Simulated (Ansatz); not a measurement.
An Ansatz (a first-principles code) run: Re; r2SCAN in Ansatz (plane waves to 500 eV, PAW, without spin-orbit coupling), earlier PAW set.

Input:

Ansatz 0.2 input:
```yaml
crystal:
  lattice:
    - [2.7577018607, 0, 0]
    - [-1.3788509303, 2.3882398674, 0]
    - [0, 0, 4.4625476259]
  atoms:
    - { symbol: Re, position: [0.3333333333, 0.6666666667, 0.75] }
    - { symbol: Re, position: [0.6666666667, 0.3333333333, 0.25] }
basis: { ecutwfc: 500, ecutrho_ratio: 4, xc_grid: 4, fft_grid_basis: typed }
kpoints: { mp_grid: { grid: [19, 19, 11] } }
hamiltonian:
  xc: r2scan
  dispersion: none
  pseudopotentials: { azcp: { folder: ./paw }, kind: paw }
scf: { occupations: { method: fermi_dirac, width: 0.05 }, convergence: { dr2_threshold: 0.0000000002 } }
output: { forces: true, stress: true }
```

Output (explanatory and most iteration lines left out):

```
Pseudopotential: Re, paw, valence charge 15
Crystal: 2 atoms, lattice volume = 29.391 Å³
Basis set: ecut = 500 eV, 713 PW (Γ), exchange–correlation on 96×96×144 points (64 copies of the dense FFT grid, shifted against one another)
Bands: 19, of which v1, the nominal top of the filled ones, is band 15 counted from 1 (14 counted from 0)
Symmetry: 24 space group operations
Space group: P63/mmc (ITA 194), of the structure as read, at distance tolerance 3.1e-5 Å
k-points: 240 of 3971
Functional: x = r2scan, c = r2scan; τ floored in thin density (d = 2e-4 eV/Å³)
SCF iter   1: F=—  HF=-21763.914800 eV  |F-HF|=—  |Δ(HF+E_count)|=         —  Δρ=5.53e-2  dr2=8.21e-1  dr2_τ=6.13e-2  ethr=2.74e-3  ⟨swp⟩=1.0  Hψ=25973  notcnv=0
SCF iter   2: F=—  HF=-21763.806284 eV  |F-HF|=—  |Δ(HF+E_count)|=   1.09e-1  Δρ=3.20e-2  dr2=2.57e-1  dr2_τ=1.78e-2  ethr=2.74e-3  ⟨swp⟩=3.0  Hψ=8340  notcnv=0
SCF 1 converged in 8 iterations: F = -21763.767855 eV  dr2 = 1.06e-11
SCF converged after 8 iterations
Free energy (F): -21763.767855 eV
Internal energy: -21763.755644 eV  (E = F + TS)
E sigma→0 (E₀):  -21763.761749 eV
Entropy (-TS):   -0.012211 eV (-6.106 meV/atom)
Fermi energy:    23.880875 eV
--- Forces (eV/Å), atoms counted from 1 ---
  atom   1  Re    -0.00000000    -0.00000000     0.00000000
  atom   2  Re     0.00000000     0.00000000    -0.00000000
--- Stress (GPa, compression-positive) ---
       -0.004544      -0.000000       0.000000
        0.000000      -0.004544      -0.000000
        0.000000      -0.000000      -0.003349
  P = ⅓ Tr σ = -0.0041 GPa (-0.041 kbar)
```

Whether these cells are dynamically stable was not tested. The final runs are not spin-polarised. The cell is Re in the hcp (Mg type) structure (space group P6_3/mmc, No. 194).
